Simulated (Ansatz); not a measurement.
```
CELL_PARAMETERS angstrom
      0.05469     3.23476     3.22046
      3.23476     0.05469     3.22046
      3.28944     3.28944     0.00000
ATOMIC_POSITIONS crystal
  Te 0.00000 0.00000 0.00000
  Pb 0.50000 0.50000 0.50000
```

All values below come from PBEsol with spin-orbit coupling, rigid bands (plane waves, PAW; Ansatz, a first-principles code). Condition of this run: uniaxial stress along [110] of -1 GPa (compression positive) (the target of the relaxation). Geometry: cell and atoms relaxed with PBEsol, then loaded as said.

Problem. Is this a good metal at this level?

Solution. No. No gap is resolved, and few carriers conduct, as in a semimetal or a zero-gap semiconductor. N(E_F) = 0.0168 states/eV a cell at 300 K and the Drude plasma energy along the best axis is 0.36 eV, several times under that of a simple or noble metal.
